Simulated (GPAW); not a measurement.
Band structure of TlF (P4/nmm, 4 atoms in the cell).

```yaml
crystal:
  lattice:
    - [3.68893, 0.00000, 0.00000]
    - [0.00000, 3.68893, 0.00000]
    - [0.00000, 0.00000, 6.22358]
  atoms:
    - { symbol: Tl, position: [0.00000, 0.50000, 0.74417] }
    - { symbol: Tl, position: [0.50000, 0.00000, 0.25583] }
    - { symbol: F, position: [0.50000, 0.00000, 0.86423] }
    - { symbol: F, position: [0.00000, 0.50000, 0.13577] }
```

Method: LDA (Perdew-Wang 92), GPAW PAW datasets LDA (gpaw-data 1.0.1) (plane waves; GPAW).

Settings: mode = pw; ecut = 950 eV; xc = LDA; kpts = 5 5 3; mesh shift (steps) = 0 0 0; occupations.name = fermi-dirac; occupations.width = 0 eV; nbands = -8; convergence.density = 1e-05 e/electron; convergence.energy = 1e-05 eV/electron; convergence.bands = -6; symmetry.symmorphic = false; symmetry.tolerance = 0.0005; maxiter = 150.

The starting cell comes from a database of computed structures (which also holds hypothetical and non-ambient phases and stackings), without a prior relaxation at this level. Spin-orbit coupling is off.

Q: Predict the gap along the standard path and the places of the band edges.

A: The gap along the path is 2.85 eV, from a point between M and Γ to a point between Z and R; the smallest direct gap on it is 3.03 eV.

Levels in eV from the top of the valence band on the SCF mesh, bands 17 to 24:
```tsv
point	17	18	19	20	21	22	23	24
Γ	-2.61	-2.04	-2.04	-0.18	3.70	8.38	8.38	9.38
X	-1.97	-1.97	-0.36	-0.36	3.84	3.84	6.52	6.52
M	-2.42	-2.42	-0.89	-0.89	4.16	4.16	6.13	6.13
Z	-2.19	-2.05	-2.05	-1.02	4.54	7.03	8.21	8.21
R	-1.97	-1.97	-0.28	-0.28	2.92	2.92	7.94	7.94
A	-2.50	-2.50	-0.43	-0.43	3.94	3.94	6.15	6.15
```
